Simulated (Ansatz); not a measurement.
Pressure series in Ti3Al

Consider Ti3Al (space group P6_3/mmc, No. 194; a = 5.756 Å, c = 4.655 Å).

Cell and atoms are relaxed at each pressure.

Method: Ansatz (an electronic-structure program), PBE, PAW, cutoff 420 eV, scalar-relativistic without spin-orbit coupling.

Notes on the quantities. enthalpy: H = E + PV relative to the base's energy.

```json
[
 {"case": "base", "lattice parameter a": "5.756 Å", "enthalpy": "–"},
 {"case": "pressure −2 GPa", "lattice parameter a": "5.792 Å", "enthalpy": "-0.21 eV/atom"},
 {"case": "pressure −1 GPa", "lattice parameter a": "5.773 Å", "enthalpy": "-0.10 eV/atom"},
 {"case": "pressure 3 GPa", "lattice parameter a": "5.706 Å", "enthalpy": "+0.31 eV/atom"},
 {"case": "pressure 7 GPa", "lattice parameter a": "5.646 Å", "enthalpy": "+0.71 eV/atom"},
 {"case": "pressure 15 GPa", "lattice parameter a": "5.544 Å", "enthalpy": "+1.48 eV/atom"},
 {"case": "pressure 30 GPa", "lattice parameter a": "5.393 Å", "enthalpy": "+2.82 eV/atom"},
 {"case": "pressure 50 GPa", "lattice parameter a": "5.241 Å", "enthalpy": "+4.48 eV/atom"},
 {"case": "pressure 75 GPa", "lattice parameter a": "?", "enthalpy": "+6.39 eV/atom"},
 {"case": "pressure 100 GPa", "lattice parameter a": "4.980 Å", "enthalpy": "+8.16 eV/atom"}
]
```

Problem. Complete the table.

Solution. 
- pressure 75 GPa, lattice parameter a: 5.096 Å

Load acts through the strain it causes; cell and atoms are relaxed under it. Stability against distortions was not tested. Competing high-pressure phases were not computed. The final runs are not spin-polarised.
